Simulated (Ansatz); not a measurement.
Ansatz (a quantum-chemistry and plane-wave program) run on VOs (P4mm, 2 atoms in the cell): self-consistent single point.

Method: LDA (PW92), default PAW files made with PBE (plane waves; Ansatz).

```xyz
2
Lattice="3.0015 0.0000 0.0000 0.0000 3.0015 0.0000 0.0000 0.0000 3.0015" Properties=species:S:1:pos:R:3 pbc="T T T"
V      0.0000     0.0000     0.0500
Os     1.5007     1.5007     1.5007
```
Moments meant for the start (each program seeds them in its own way; μB, in the order of the atoms V Os): 2.0 0.0.

Reference input (self-consistent single point, DFT, LDA (PW92), plane waves, default PAW files made with PBE): basis.ecutwfc = 420 eV; kpoints.mp_grid.grid = 11 11 11; hamiltonian.xc = lda; hamiltonian.pseudopotentials = {kind: paw} (the program's default PAW files); magnetization.spin_polarized = true; scf.occupations.method = fermi_dirac; scf.occupations.width = 0.1 eV. This run's input differs from it in these lines:

Ansatz 0.2 input:
```diff
@@ -12,3 +12,3 @@
   mp_grid:
-    grid: [11, 11, 11]
+    grid: [10, 10, 10]
 hamiltonian:
```

Log, with long lists cut:

```
SCF iter   1: F=—  HF=-13981.079537 eV  |F-HF|=—  |Δ(HF+E_count)|=         —  Δρ=1.40e-1 (↑1.40e-1 ↓6.12e-2)  dr2=2.59e0  dr2_m=2.21e0  M=0.165 μB ∫|m|=0.210 μB  β_m=0.30  ethr=3.10e-3  ⟨swp⟩=4.5  Hψ=19251  notcnv=0
Mixer restart at iter 1: flushing history
all-band conjugate gradients solve this SCF's bands
preconditioner: auto → none
   [... lines left out ...]
SCF iter  12: F=—  HF=-13979.385115 eV  |F-HF|=—  |Δ(HF+E_count)|=   6.44e-9  Δρ=7.79e-7 (↑7.79e-7 ↓6.66e-7)  dr2=7.97e-10  dr2_m=3.21e-12  M=-0.000 μB ∫|m|=0.000 μB  β_m=0.76  ethr=5.14e-11  ⟨swp⟩=2.0  Hψ=7052  notcnv=0
SCF iter  13: F=-13979.385115 eV  HF=-13979.385115 eV  |F-HF|=3.64e-11  |Δ(HF+E_count)|=  5.09e-11  Δρ=1.88e-7 (↑1.34e-7 ↓1.88e-7)  dr2=3.63e-11  dr2_m=9.06e-13  M=-0.000 μB ∫|m|=0.000 μB  ethr=2.75e-12  ⟨swp⟩=1.0  Hψ=12390  notcnv=0
SCF 1 converged in 13 iterations: F = -13979.385115 eV  dr2 = 3.63e-11
Crystal: 2 atoms, lattice volume = 27.040 Å³
Starting moments: Σ|m| = 7 μB on 2 of 2 sites
SCF iter   1: F=—  HF=-13976.882416 eV  |F-HF|=—  |Δ(HF+E_count)|=         —  Δρ=2.33e-1 (↑2.33e-1 ↓1.81e-1)  dr2=1.27e0  dr2_m=1.04e1  M=1.325 μB ∫|m|=1.326 μB  β_m=0.30  ethr=3.10e-3  ⟨swp⟩=4.3  Hψ=18538  notcnv=0
preconditioner: auto → none
SCF iter   2: F=—  HF=-13977.978103 eV  |F-HF|=—  |Δ(HF+E_count)|=    1.10e0  Δρ=1.67e-1 (↑1.67e-1 ↓1.36e-1)  dr2=5.64e-1  dr2_m=5.58e0  M=1.110 μB ∫|m|=1.113 μB  β_m=0.30  ethr=3.10e-3  ⟨swp⟩=2.0  Hψ=8181  notcnv=0  defer=39
   [... lines left out ...]
spin-set hold released at iteration 7 (site moments contracting)
iter 16 did not close the SCF: its close was put off for a magnetic moment that had not settled (scf_convergence_deferred on its scf_iter line)
iter 17 did not close the SCF: its close was put off for a magnetic moment that had not settled (scf_convergence_deferred on its scf_iter line)
WARN: the starting moments were not kept: the SCF closed with an absolute magnetisation of 3.9e-6 μB, where they sum to 2 μB in size (1 site) …
Absolute magnetization: 0.0000 μB (∫|ρ↑−ρ↓|, with the PAW one-centre terms)
Free energy (F): -13979.385115 eV
Fermi energy:    21.942693 eV
   [... lines left out ...]
  atom   2  Os     0.00000000     0.00000000     0.10190391
--- Stress (GPa, compression-positive) ---
       -9.828817       0.000000       0.000000
        0.000000      -9.828817       0.000000
        0.000000       0.000000      -9.764644
  P = ⅓ Tr σ = -9.8074 GPa (-98.074 kbar)
  The stress holds the Pulay correction. Without it, at fixed plane waves, as pw.x and ABINIT print it: P = -9.8746 GPa
```

The run converged, with 31 iterations in all over 2 SCF loops. Against the reference run the free energy is nearly the same (within 1 meV/atom), the pressure hardly changes (-9.75 to -9.81 GPa) and the largest force goes from 0.093 to 0.102 eV/Å.

The starting cell comes from a database of computed structures (which also holds hypothetical and non-ambient phases and stackings), without a prior relaxation at this level. Its lattice was rescaled by up to half a per cent. One atom was moved a little off its site on purpose. The starting moments vanished: the run ended non-magnetic, which need not be the lowest state. The program warned that a starting moment was not kept. With a pressure of about -10 GPa the cell is away from its equilibrium volume at this level. Ansatz's pressure includes its estimate of the finite-basis (Pulay) stress.

Cost on one core of a shared machine: roughly 40 s.
